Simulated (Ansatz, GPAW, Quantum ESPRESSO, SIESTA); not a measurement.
PdRh (R-3m, 2 atoms in the cell) computed with different codes at matched settings

Self-consistent single point, at a second geometry (lattice scaled by 0.98). First geometry:

```
CELL_PARAMETERS angstrom
      1.35660     0.78323     4.42152
     -1.35660     0.78323     4.42152
      0.00000    -1.56646     4.42152
ATOMIC_POSITIONS crystal
  Pd 0.00000 0.00000 0.00000
  Rh 0.50000 0.50000 0.50000
```

Shared settings, as Ansatz (an electronic-structure program) writes them: kpoints.mp_grid.grid = 14 14 14; scf.occupations.method = gaussian; scf.occupations.width = 0.05 eV. Potentials and cutoffs stand in the table.

```
code                                                                                                                                      model  ΔF from the first geometry (meV/atom)  pressure (GPa)       cutoff
----------------  -----------------------------------------------------------------------------------------------------------------------------  -------------------------------------  --------------  -----------
SIESTA            GGA PBEsol, numerical atomic orbitals DZP, PseudoDojo PBEsol standard norm-conserving potentials (rewritten from UPF to PSML)                                   44.9           18.04  grid 300 Ry
GPAW                                                                                      PBEsol, GPAW PAW datasets PBEsol (made by gpaw-setup)                                   41.6           17.23       550 eV
Quantum ESPRESSO                                                                           PBEsol, GBRV 1.5 ultrasoft (PBESOL) pseudopotentials                                   39.2           15.73        40 Ry
Ansatz                                                                                                          PBEsol, PAW files made with PBE                                   33.9           15.55       420 eV
```

For Quantum ESPRESSO (by 1.0 GPa) the energy change implies a higher mean pressure, against the two pressures, than for the other programs: a sign of finite-basis (Pulay) stress.

On Ansatz's run: spin polarisation is off.

The spread over the programs that give each value: ΔF from the first geometry within 11.0 meV/atom; pressure within 2.49 GPa.

SIESTA uses small atom-centred bases, whose incompleteness enters pressures, forces and empty levels differently from a plane-wave cutoff. Ansatz's pressure is given at a fixed set of plane waves, as the other plane-wave codes print theirs; with its correction for the finite basis it is 15.63 GPa. In the pressure, SIESTA (by 2.31) and GPAW (by 1.50) lie more than 1 GPa from the median of the plane-wave programs.

The starting cell comes from a database of computed structures (which also holds hypothetical and non-ambient phases and stackings), without a prior relaxation at this level. Its lattice was rescaled by a random factor within 2.5 % of one. For this run, on top of that: lattice scaled by 0.98.

Left out of this page: Elk and FLEUR (not drawn, or without a comparable value).

Keys are those of Ansatz 0.2.
